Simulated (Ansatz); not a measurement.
Take ZnO in the wurtzite structure (space group P6_3mc, No. 186) as the base.

```
CELL_PARAMETERS angstrom
      3.22975     0.00000     0.00000
     -1.61488     2.79705     0.00000
      0.00000     0.00000     5.21478
ATOMIC_POSITIONS crystal
  Zn 0.66667 0.33333 0.00204
  Zn 0.33333 0.66667 0.50204
  O  0.66667 0.33333 0.62316
  O  0.33333 0.66667 0.12316
```

The values are results of PBEsol (Ansatz, a first-principles code, PAW, no SOC), not measurements.

One change was made to it. Results:

The band gap goes from 0.70 eV to zero; the c/a ratio grows by 0.302 to 1.917; the shortest interatomic distance grows by 0.0616 Å, from 1.969 Å to 2.030 Å.

**Question.** Which change produced these results?
A. O → N
B. Zn → Ga
C. Zn → In
D. O → S

**Answer.** B, Zn → Ga. For comparison, the c/a ratio in the other runs: O → S gives 1.641; O → N gives 1.704; Zn → In gives 1.671.

Stability against distortions was not tested. As relaxed here, GaO and ZnN are hypothetical phases, not in the database extracts checked. For InO in this form, whether it has been made was not checked. The final runs are not spin-polarised.
